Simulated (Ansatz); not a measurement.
Amorphous Ni24Si24

A CHGNet melt-quench gave the starting glass, which DFT then relaxed. The hot cell started wider than the set density and was brought back towards it in steps. It is the lowest in DFT energy of 2 quenches. It is a model cell: composition and starting density were chosen by hand, and all elements were melted together. No dispersion term was used.

These are PBE, scalar-relativistic without spin-orbit coupling (plane waves to 420 eV, PAW; Ansatz, an electronic-structure program) values and carry that method's errors. Geometry, pressure, stress and energy are those of the PBE run. Its sampling: a 2×2×2 Γ-centred mesh; Fermi-Dirac width 0.1 eV; no spin polarisation.

Number of atoms in the cell: 48
Density (volume relaxed, without dispersion): 5.82 g/cm³
Volume per atom: 83.5 bohr³
Pressure on a 2×2×2 Γ-centred mesh: 2.9 kbar
Largest force and stress component on that mesh (the relaxation ran on one k-point at (1/4, 1/4, 1/4)): 0.24 eV/Å and 0.9 GPa
Energy relative to MnP-type NiSi (lowest mix at this level among the phases computed, not always the ambient ones): 17.6 kJ/mol-atom
Gap on a 2×2×2 Γ-centred mesh (PBE): within the smearing (under twice its width)

Neighbours within Ni-Ni 3.04 Å, Ni-Si 2.76 Å, Si-Si 2.74 Å count as bonded.

Mean coordination of Ni: 10.38 (3 with 9, 12 with 10, 6 with 11, 3 with 12)
Mean coordination of Si: 8.21 (4 with 7, 12 with 8, 7 with 9, 1 with 10)
Mean Ni-Si bond: 2.392 Å (spread 0.095 Å, 139 counted)
Mean Ni-Ni bond: 2.676 Å (spread 0.132 Å, 55 counted)

Its density started from a set value of 5.61 g/cm³. Cooling (nominally 200 K/ps over its main leg) ran many orders faster than in experiment, which tends to leave more defects and strain. One small periodic cell is one sample of the glass; other quenches scatter about these values. Volume and shape were free in the relaxation. Stress components on the final sampling reach 0.9 GPa. On a 2×2×2 Γ-centred mesh force components of up to 0.24 eV/Å stay, since the relaxation ran on one k-point at (1/4, 1/4, 1/4).
